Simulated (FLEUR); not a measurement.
Equation of state of Cu3Au-type Al3Sc (space group 221): energy against volume (FLEUR, PBE)

```
Al3Sc
1.0
    4.02710     0.00000     0.00000
    0.00000     4.02710     0.00000
    0.00000     0.00000     4.02710
Sc Al
1 3
Direct
  0.00000   0.00000   0.00000
  0.00000   0.50000   0.50000
  0.50000   0.00000   0.50000
  0.50000   0.50000   0.00000
```

Method: PBE, all-electron FLAPW (FLEUR), scalar-relativistic valence in FLEUR. Settings: Kmax = 4.67 1/bohr; GmaxXC = 18.7 1/bohr; xcFunctional = pbe; jspins = 1; l_soc = F; mode = hist; fermiSmearingEnergy = 0.00183747 Htr; mesh (inpgen div1-3) = 10 10 10; inpgen gamma flag = true; Gmax = 18.7 1/bohr; numbands = 0; maxIterBroyd = 40; imix = Anderson; alpha = 0.05; precondParam = 0; minDistance = 1e-05 me/bohr^3. The cell above is the first row's. The rows scale it uniformly. In all rows fractional positions and the k mesh are held. E is the free energy at the stated smearing, counted from the lowest row.

```csv
V (Å^3/atom),E (meV/atom)
16.327,16.48
16.682,6.43
17.037,1.10
17.392,0.00
17.747,2.71
18.102,8.85
18.457,18.05
18.812,30.01
19.167,?
```

The 8 complete rows are fitted with the third-order Birch-Murnaghan form, a cubic in V^(-2/3), E against V. With u = V^(-2/3) - 0.148, the rows have u = 0.007380, 0.005168, 0.003033, 0.000971, -0.001023, -0.002951, -0.004817, -0.006624. Least squares gives E = 0.861 - 1336.37·u + 465096·u² + 375503·u³. Residuals (row less fit): -0.001, 0.002, 0.003, -0.002, -0.004, 0.005, 0.002, -0.001; standard error 0.004 (degrees of freedom: 4). Its minimum lies at u = 0.001434, so V0 = (0.149434)^(-3/2) = 17.31. There d²E/du² = 933400 and d³E/du³ = 2253000, so B0 = (4/9) × 17.31^(-7/3) × 933400 × 0.160218 = 85.7 GPa (the last factor turns the table's units into GPa), and B0' = 4 + (2/3) × 0.149434 × (2253000)/933400 = 4.2.

### Question
What does the fit predict for E at V = 19.167, and how far is the calculated value from it?

### Answer
u = -0.008375, so E = 0.861 - 1336.37 × (-0.008375) + 465096 × (-0.008375)² + 375503 × (-0.008375)³ = 44.455 meV/atom. The calculation gives 44.43 meV/atom, 0.025 meV/atom below the prediction (0.1 % of the range of E in the table). The row lies outside the fitted rows, so this is an extrapolation. From the scatter of the fitted rows alone, a prediction at this place has a standard error of 0.010 meV/atom, so the miss is 2.5 times that.

Carrying the step between the two nearest rows on in a straight line would have given 41.97, off by 2.46; series whose last step already gives the withheld value aren't shown. The scan was laid around a cell of about the measured size, scaled by a guess for this functional. The runs keep the symmetry of the cell, so they don't test it for distortions. Values depend on the basis (sphere radii, cutoffs, local orbitals), which need not be converged. Cutoffs and mesh are single choices, not tested for convergence of this quantity. Series with a scatter that would blur these digits, or in which a gap closes, are not shown. Nor are scans whose minimum lies at an end fitted in this form.
